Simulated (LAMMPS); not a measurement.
MD of Pt (fcc) at zero pressure, 4000 atoms, as a liquid; each row is its own run.

Computed with classical MD, pair style eam, the elements' _u3.eam files (universal-3 set of Foiles, Baskes and Daw), run in LAMMPS.

```
T (K)  D(Pt) (cm²/s)
-----  -------------
1120         5.48e-6
2040         4.30e-5
2250         5.56e-5
2550         7.42e-5
2860         9.25e-5
```

Question: Fit an Arrhenius law, ln y = a + b / x, to these rows (x is the first column, y the second) and predict the run at x = 1840.

Answer: Least squares gives a = -7.4841 and b = -5193. The slope times kB gives an activation energy of 0.45 eV. At x = 1840 the fit predicts 3.34e-5 cm²/s. The run itself gave (3.26 ± 0.04) × 10^-5 cm²/s, so the fit is 2.5 % high.

Caution (row 1120): this liquid lies under the melting point of about 1540 K that EAM-type universal-3 set of Foiles, Baskes and Daw gives, so it is undercooled.

Errors of D are the spread over four groups of atoms in one short run; a floor of about 5 %, a picked value, is safer.
